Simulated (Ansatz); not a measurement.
We consider C11b WSi₂, described by BLYP (plane waves, PAW; Ansatz, a first-principles code).

Numerical settings: plane-wave cutoff 520 eV, 24×24×24 k mesh, Fermi–Dirac smearing 0.05 eV, no spin polarisation, scalar-relativistic PAW data made under PBE.

Results at a series of volumes:

```
V (Å³/atom)  E − E_lowest (meV/atom)  P (GPa)
-----------  -----------------------  -------
13.723                         14.04     8.18
14.009                          3.38     3.86
14.295                          0.00     0.00
14.581                          3.13    -3.44
14.867                         12.07    -6.52
```

### Question
Estimate the bulk modulus from the pressures at 14.009 and 14.581 Å³/atom, and compare it with a fit to all energies.

### Answer
B = −V dP/dV. Between V = 14.009 and 14.581 Å³/atom, dP/dV = (-3.44 − (3.86))/(14.581 − 14.009) = -12.8 GPa per Å³/atom; at the midpoint 14.295 Å³/atom this gives B ≈ 182 GPa. The third-order Birch–Murnaghan fit gives V0 = 14.295 Å³/atom, B0 = 182 GPa, B′ = 4.7, which lies within 1 % of that estimate.

Shape and atoms are relaxed at each volume.

Note: the bulk modulus comes from volumes at which shape and atoms were relaxed.

Spin–orbit coupling is not included.
